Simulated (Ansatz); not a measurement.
Ti₃Al (space group P6_3/mmc, No. 194)

```xyz
8
Lattice="5.7553 0.0000 0.0000 -2.8777 4.9842 0.0000 0.0000 0.0000 4.6546" Properties=species:S:1:pos:R:3 pbc="T T T"
Ti     2.8777     3.2921     1.1636
Ti    -1.4122     4.1382     3.4909
Ti     1.4655     0.8461     1.1636
Ti     0.0000     1.6922     3.4909
Ti     4.2898     0.8461     1.1636
Ti     1.4122     4.1382     3.4909
Al     0.0000     3.3228     1.1636
Al     2.8777     1.6614     3.4909
```

Method: PBE (Ansatz, a quantum-chemistry and plane-wave program, PAW, no SOC), earlier PAW set. Γ-centred 10×10×10 mesh, Fermi–Dirac width 0.05 eV.

```yaml
volume_per_atom: 16.69 Å³
density: 4.24 g/cm³
band_gap: zero
total_energy: -2009.407 eV/atom (σ→0; compares only within this code and set-up)
```

Stability against distortions was not tested. The final runs are not spin-polarised.
